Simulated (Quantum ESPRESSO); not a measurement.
Quantum ESPRESSO run on LaNiGe3 (I4mm, 5 atoms in the cell): self-consistent single point.

Method: PBEsol, GBRV 1.5 ultrasoft (PBESOL) pseudopotentials (plane waves; Quantum ESPRESSO).

The change in words: lattice scaled by 0.98. Reference geometry:
```yaml
crystal:
  lattice:
    - [-2.20741, 2.20741, 4.85509]
    - [2.20741, -2.20741, 4.85509]
    - [2.20741, 2.20741, -4.85509]
  atoms:
    - { symbol: La, position: [0.57190, 0.57190, 0.00000] }
    - { symbol: Ni, position: [0.23409, 0.23409, 0.00000] }
    - { symbol: Ge, position: [0.82993, 0.32993, 0.50000] }
    - { symbol: Ge, position: [0.32993, 0.82993, 0.50000] }
    - { symbol: Ge, position: [0.99096, 0.99096, 0.00000] }
```

Reference input (self-consistent single point, DFT, PBEsol, plane waves, GBRV 1.5 ultrasoft (PBESOL) pseudopotentials): ecutwfc = 50 Ry; ecutrho = 400 Ry; occupations = smearing; smearing = gaussian; degauss = 0.0147 Ry; K_POINTS = automatic 6 6 6 0 0 0; conv_thr = 1e-10 Ry; mixing_beta = 0.4. This run's input differs from it in these lines:

```diff
@@ -35,5 +35,5 @@
 CELL_PARAMETERS angstrom
-  -2.2074130000     2.2074130000     4.8550890000
-   2.2074130000    -2.2074130000     4.8550890000
-   2.2074130000     2.2074130000    -4.8550890000
+  -2.1632650000     2.1632650000     4.7579870000
+   2.1632650000    -2.1632650000     4.7579870000
+   2.1632650000     2.1632650000    -4.7579870000
```

The program printed (abridged):

```
     Self-consistent Calculation

     iteration #  1     ecut=    50.00 Ry     beta= 0.40

     negative rho (up, down):  5.652E-02 0.000E+00

     total energy              =   -1083.85080071 Ry
     estimated scf accuracy    <       4.19863704 Ry

     iteration #  2     ecut=    50.00 Ry     beta= 0.40

     negative rho (up, down):  5.770E-02 0.000E+00

     total energy              =   -1084.46271345 Ry
     estimated scf accuracy    <       5.48992851 Ry

     iteration #  3     ecut=    50.00 Ry     beta= 0.40

     negative rho (up, down):  5.558E-02 0.000E+00

     total energy              =   -1085.07413278 Ry
     estimated scf accuracy    <       0.11928421 Ry

   [... 11 blocks of this kind left out ...]

     iteration # 15     ecut=    50.00 Ry     beta= 0.40

     negative rho (up, down):  4.850E-02 0.000E+00

     total energy              =   -1085.09862786 Ry
     estimated scf accuracy    <          1.2E-09 Ry

     iteration # 16     ecut=    50.00 Ry     beta= 0.40

     negative rho (up, down):  4.850E-02 0.000E+00
     End of self-consistent calculation

     the Fermi energy is    14.2092 ev

!    total energy              =   -1085.09862786 Ry
     estimated scf accuracy    <          4.0E-11 Ry
     smearing contrib. (-TS)   =      -0.00284764 Ry
     internal energy E=F+TS    =   -1085.09578023 Ry

     convergence has been achieved in  16 iterations

     negative rho (up, down):  4.850E-02 0.000E+00

     Forces acting on atoms (cartesian axes, Ry/au):

     atom    1 type  1   force =     0.00000000    0.00000000    0.00350326
     atom    2 type  2   force =     0.00000000    0.00000000   -0.00654331
     atom    3 type  3   force =    -0.00000000    0.00000000   -0.00033449
     atom    4 type  3   force =     0.00000000   -0.00000000   -0.00033449
     atom    5 type  3   force =    -0.00000000   -0.00000000    0.00370903

     Total force =     0.008311     Total SCF correction =     0.000015

     negative rho (up, down):  4.850E-02 0.000E+00
          total   stress  (Ry/bohr**3)                   (kbar)     P=       33.14
   0.00024227   0.00000000   0.00000000           35.64        0.00        0.00
  -0.00000000   0.00024227  -0.00000000           -0.00       35.64       -0.00
  -0.00000000   0.00000000   0.00019122           -0.00        0.00       28.13

   JOB DONE.
```

The run converged in 16 iterations. Against the reference run the free energy is nearly the same (within 1 meV/atom), the pressure goes from -3.01 to 3.31 GPa and the largest force goes from 0.126 to 0.168 eV/Å.

The starting cell comes from a database of computed structures (which also holds hypothetical and non-ambient phases and stackings), without a prior relaxation at this level. Its lattice was rescaled by a random factor within 2.5 % of one. For this run, on top of that: lattice scaled by 0.98. Spin polarisation is off. With a pressure of about 3 GPa the cell is away from its equilibrium volume at this level.

Cost on one core of a shared machine: roughly 4 min.
